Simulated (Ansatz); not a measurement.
The reference is Os in the hcp (Mg type) structure (space group P6_3/mmc, No. 194; a = 2.729 Å, c = 4.309 Å; relaxed with 0.1 eV smearing). Axes: x lies along a and z along c of the hexagonal cell.

Calculations: PBEsol, PAW, 420 eV (Ansatz, a quantum-chemistry and plane-wave program; no spin-orbit coupling).

For the base:

| Property | Value |
|---|---|
| Volume per atom | 13.90 Å³ |

Modification: compressive biaxial strain of 1.00 % in the plane normal to [001], as in epitaxy on a mismatched substrate; the out-of-plane cell vector and the atoms relax.

**Question.** Estimate the effect on the in-plane stress and volume per atom.

**Answer.** The mean in-plane stress (compression positive) is +9.5 GPa; the volume per atom decreases by 0.202 Å³, from 13.90 Å³ to 13.69 Å³.

Stability against distortions was not tested. The final runs are not spin-polarised.
